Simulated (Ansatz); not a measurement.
Base system: CdSe in the wurtzite structure (space group P6_3mc, No. 186; a = 4.3019 Å, c = 7.0211 Å). Axes: x lies along a and z along c of the hexagonal cell.

Computed with PBEsol (Ansatz, a program for electronic structure, PAW, no spin-orbit coupling).

Strains are applied to the cell and any free atomic positions relax.

One change was made to it. Results:

```csv
quantity,base,after
"valence-band top at Γ (three highest levels, from the VBM)","0.00, 0.00, -0.05 eV","0.00, -0.10, -0.22 eV"
band gap,0.54 eV,0.42 eV
energy relative to the base (free energy F),0 meV/atom,+4.2 meV/atom
```

Task: Which change produced these results?
A. isotropic strain −2.84 %
B. strain tensor (xx, yy, zz, yz, xz, xy) = (+1.32, −0.71, +0.32, −0.17, +1.52, −2.05) %
C. strain tensor (xx, yy, zz, yz, xz, xy) = (+0.06, −1.68, +0.42, +0.75, +0.33, +0.15) %

Result: B, strain tensor (xx, yy, zz, yz, xz, xy) = (+1.32, −0.71, +0.32, −0.17, +1.52, −2.05) %. For comparison, the band gap in the other runs: isotropic strain −2.84 % gives 0.72 eV; strain tensor (xx, yy, zz, yz, xz, xy) = (+0.06, −1.68, +0.42, +0.75, +0.33, +0.15) % gives 0.50 eV.

Stability against distortions was not tested.
